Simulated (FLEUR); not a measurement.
A self-consistent single point of Sr3Cr (Pm-3m, 4 atoms in the cell) with FLEUR.

Method of the run: FLEUR with PBEsol, all-electron FLAPW (FLEUR), scalar-relativistic valence.

The change in words: lattice scaled by 0.98. Reference geometry:
```
CELL_PARAMETERS angstrom
      5.54514     0.00000     0.00000
      0.00000     5.54514     0.00000
      0.00000     0.00000     5.54514
ATOMIC_POSITIONS crystal
  Sr 0.00000 0.50000 0.50000
  Sr 0.50000 0.00000 0.50000
  Sr 0.50000 0.50000 0.00000
  Cr 0.00000 0.00000 0.00000
```
Moments meant for the start (each program seeds them in its own way; μB, in the order of the atoms Sr Sr Sr Cr): 0.0 0.0 0.0 3.0.

Reference input (self-consistent single point, DFT, PBEsol, all-electron FLAPW (FLEUR), scalar-relativistic valence): Kmax = 3.8 1/bohr; GmaxXC = 11.4 1/bohr; xcFunctional = PBEs; jspins = 2; l_soc = F; mode = gauss; fermiSmearingEnergy = 0.00999582 Htr; mesh (inpgen div1-3) = 5 5 5; inpgen gamma flag = false; Gmax = 11.4 1/bohr; numbands = 0; maxIterBroyd = 15. This run's input differs from it in these lines:

```diff
@@ -3,5 +3,5 @@
 &input film=f /
-10.4787978124 0.0000000000 0.0000000000
-0.0000000000 10.4787978124 0.0000000000
-0.0000000000 0.0000000000 10.4787978124
+10.2692215160 0.0000000000 0.0000000000
+0.0000000000 10.2692215160 0.0000000000
+0.0000000000 0.0000000000 10.2692215160
 1.0
@@ -46,5 +46,5 @@
          <bravaisMatrix>
-            <row-1>   10.4787978123999999     0.0000000000000000     0.0000000000000000</row-1>
-            <row-2>    0.0000000000000000    10.4787978123999999     0.0000000000000000</row-2>
-            <row-3>    0.0000000000000000     0.0000000000000000    10.4787978123999999</row-3>
+            <row-1>   10.2692215160000000     0.0000000000000000     0.0000000000000000</row-1>
+            <row-2>    0.0000000000000000    10.2692215160000000     0.0000000000000000</row-2>
+            <row-3>    0.0000000000000000     0.0000000000000000    10.2692215160000000</row-3>
          </bravaisMatrix>
```

Output (repeated stretches shortened):

```
 Iteration:     1   Distance:      14.17510967 me/bohr^3
 Iteration:     2   Distance:       7.58219674 me/bohr^3
 Iteration:     3   Distance:       7.77091633 me/bohr^3
 Iteration:     4   Distance:       5.81790249 me/bohr^3
 Iteration:     5   Distance:       2.48827952 me/bohr^3
   [... 19 lines left out ...]
 Iteration:    25   Distance:       0.00008381 me/bohr^3
 Iteration:    26   Distance:       0.00003150 me/bohr^3
 Iteration:    27   Distance:       0.00001149 me/bohr^3
 Iteration:    28   Distance:       0.00000078 me/bohr^3
 Run finished successfully
 Stop message:
   Structural relaxation: Done

[file out, last iteration]
             iter=     29
[...]
          total density-effective poten   -1.7116550509E+04
          total charge density-energy d   -3.5757527554E+02
 Updated energy parameters for spin:           1
 Updated energy parameters for spin:           2
[...]
 fermi energy and band-weighting factors:
    0.306786    0.313442

[...]
FERMIE:
          first approx. to ef    (T=0)  :   0.175953 htr   (energy of the highest occ. eigenvalue)
          number of occ. states  (T=0)  :        440
          first approx. to seigv (T=0)  : -27.094793 htr
          sum of weights of occ. states :  44.120000
          sum of semicore charge        :   0.000000 e
          fermi energy=   0.17647 har   work function=  -4.80194 ev
   [... lines left out ...]
          total moment                 =     4.93671
 Direct bandgap for spin            1 :    6.3301676185986699E-003  Htr
 Direct bandgap for spin            2 :    1.6562676292557116E-002  Htr
 ---->    free energy=                    -10583.5774910505 htr
   [... lines left out ...]
 ***** TOTAL FORCES ON ATOMS *****
 TOTAL FORCE FOR ATOM TYPE=  1  X=  0.000   Y=  5.135   Z=  5.135
                       FX_TOT= 0.000000 FY_TOT= 0.000000 FZ_TOT= 0.000000
 TOTAL FORCE FOR ATOM TYPE=  2  X=  0.000   Y=  0.000   Z=  0.000
                       FX_TOT= 0.000000 FY_TOT= 0.000000 FZ_TOT= 0.000000
 Structural relaxation: Done
```

The run converged in 28 iterations. FLEUR gives forces in its relaxation mode, with a further iteration, so its stop message speaks of a relaxation. Against the reference run the total energy goes down by 8.4 meV/atom and the size of the net moment hardly changes (1.25 to 1.23 μB/atom).

The starting cell comes from a database of computed structures (which also holds hypothetical and non-ambient phases and stackings), without a prior relaxation at this level. Its lattice was rescaled by a random factor within 2.5 % of one. For this run, on top of that: lattice scaled by 0.98. With one magnetic atom in the cell only a parallel order is possible. Values depend on the basis (sphere radii, cutoffs, local orbitals), which need not be converged. The log's line on a gap gives a spacing of levels on this mesh, which the program prints for metals too.

Cost on one core of a shared machine: roughly 7 min.
